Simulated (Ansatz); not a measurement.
**SiO2, pressure series**

The reference is SiO2 in the rutile structure (space group P4_2/mnm, No. 136).

```
SiO2
1.0
    4.23588     0.00000     0.00000
    0.00000     4.23588     0.00000
    0.00000     0.00000     2.68991
Si O
2 4
Cartesian
  2.11794   2.11794   1.34495
  0.00000   0.00000   0.00000
  3.41830   3.41830   1.34495
  1.30036   2.93552   0.00000
  2.93552   1.30036   0.00000
  0.81758   0.81758   1.34495
```

Cell and atoms are relaxed at each pressure.

Level of theory: PBE, PAW, 420 eV (Ansatz, a program for electronic structure; no SOC), earlier PAW set.

Candidates:
(a) pressure 0.9 GPa
(b) pressure 22.5 GPa
(c) pressure −2 GPa
(d) pressure 4.5 GPa
(e) pressure 2.1 GPa

Before the change:

```
Property   Result
--------  -------
Band gap  5.05 eV
```

Question: Order them by band gap, highest first.

Answer: (b) pressure 22.5 GPa (6.17 eV), (d) pressure 4.5 GPa (5.29 eV), (e) pressure 2.1 GPa (5.17 eV), (a) pressure 0.9 GPa (5.10 eV), (c) pressure −2 GPa (4.94 eV)

Load acts through the strain it causes; cell and atoms are relaxed under it. Stability against distortions was not tested. Competing high-pressure phases were not computed.
